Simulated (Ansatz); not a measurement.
Functionals compared on OH on the 1x1 (101) surface of anatase TiO2 (cut with top plane O), one in a 2x1 cell, started at the site 'hollow O-O-O over O at depth 4.4 Å', in Ansatz (plane waves, PAW). The structure was relaxed with PBE; the other rows are single points on it, each with its references at the same level. Cutoff 420 eV (500 eV for r2SCAN). The points keep PBE's geometry, so the relaxation of a polaron and the settling of charge on one site are left out.

Host crystal: anatase TiO2, with a band gap (PBE, scalar-relativistic without spin-orbit coupling).

Slab: 38 atoms, 9.4 Å thick at the start under the adsorbate (thin: gaps and levels are the slab's own); k 3x4x1, smearing 0.01 eV, dipole-corrected; 14 atoms held, the rest relaxed; no symmetry held; spin-polarised, ending with about 1.0 μB a cell; orders that need a larger cell were not tried, no spin-orbit, no U, no dispersion correction. At the end it is bonded to Ti. In PBE this state lies 0.06 eV over the lowest of the starts that converged ('top O #2'). These notes are the PBE run's. r2SCAN: The program's check for a lower electronic state was not made. Adsorption energies are against H2O(g) − ½ H2(g). A negative adsorption energy means that the adsorbate is more stable on the surface than in its reference.

```tsv
functional	adsorption energy (eV)	gap of the slab on its k-mesh (eV)	highest filled level below the top vacuum level (eV)	magnetic moment of the cell (μB)	rough cost of the single point
PBE	2.35	0.79	7.14	1.00	–
RPBE	2.46	0.82	7.02	1.00	around 6 core-minutes (rough)
r2SCAN	2.17	1.37	7.30	1.00	around 10 core-minutes (rough)
```

Ansatz is an electronic-structure program.
